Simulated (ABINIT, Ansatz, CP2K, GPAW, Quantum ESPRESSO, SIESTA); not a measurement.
In2Sb (P6_3/mmc, 6 atoms in the cell) computed with different codes at matched settings

Self-consistent single point.

```
In2Sb
1.0
    5.37990     0.00000     0.00000
   -2.68995     4.65913     0.00000
    0.00000     0.00000     6.72255
In Sb
4 2
Direct
  0.66667   0.33333   0.25000
  0.33333   0.66667   0.75000
  0.00000   0.00000   0.50000
  0.00000   0.00000   0.00000
  0.66667   0.33333   0.75000
  0.33333   0.66667   0.25000
```

All programs got the same cell, k-point mesh and kind of occupations (in Ansatz's words: kpoints.mp_grid.grid = 5 5 4; scf.occupations.method = fermi_dirac; scf.occupations.width = 0.136 eV); potentials, basis and cutoffs are each program's usual ones.

```csv
code,model,pressure (GPa),k-points,cutoff
Quantum ESPRESSO,"LDA (PZ), GBRV 1.5 ultrasoft (LDA) pseudopotentials",-4.73,15,40 Ry
ABINIT,"LDA (PW92), PAW (JTH v2.0 LDA PAW)",-4.53,15,20 Ha
CP2K,"LDA (Pade form), GPW, DZVP-MOLOPT-SR-GTH basis, GTH-PADE potentials (GTH_POTENTIALS)",-3.49,51,grid 500 Ry
GPAW,"LDA (Perdew-Wang 92), GPAW PAW datasets LDA (gpaw-data 1.0.1)",-4.28,15,600 eV
Ansatz,"LDA (PW92), PAW files made with PBE",-4.03,15,default
SIESTA,"LDA PW92, numerical atomic orbitals DZP, PseudoDojo LDA standard norm-conserving potentials (rewritten from UPF to PSML)",-4.04,53,grid 300 Ry
```

No clean gap comes from Quantum ESPRESSO, ABINIT, CP2K, GPAW, Ansatz (a quantum-chemistry and plane-wave program) and SIESTA: levels at the Fermi energy touch, overlap or are partly filled at this smearing.

The spread over the programs that give each value: pressure within 1.24 GPa.

The starting cell comes from a database of computed structures (which also holds hypothetical and non-ambient phases and stackings), without a prior relaxation at this level. On Ansatz's run: Spin-orbit coupling is off. In the base run, with a pressure of about -4 GPa the cell is away from its equilibrium volume at this level. The run gives no clean gap (levels at the Fermi energy touch, overlap or are partly filled at this smearing), which alone does not show that the compound is a metal.

Problem. Why do the programs differ, and what cannot be compared?

Solution. Differences of this kind can come from the potentials, where these differ, and from what each basis and cutoff leave unconverged. The valence holds different numbers of electrons (Quantum ESPRESSO 82, ABINIT 82, CP2K 62, GPAW 82, Ansatz 82, SIESTA 82). The zero of total energies and Fermi levels follows the potentials and each program's conventions, so they are not compared here. CP2K and SIESTA use small atom-centred bases, whose incompleteness enters pressures, forces and empty levels differently from a plane-wave cutoff. Ansatz's pressure is given at a fixed set of plane waves, as the other plane-wave codes print theirs. The same LDA comes in different parametrisations, which differ slightly. The programs reduce the same mesh by symmetry to different extents, which changes the work and not the result.

Left out of this page: Elk and FLEUR (not drawn, or without a comparable value).

Keys are those of Ansatz 0.2.
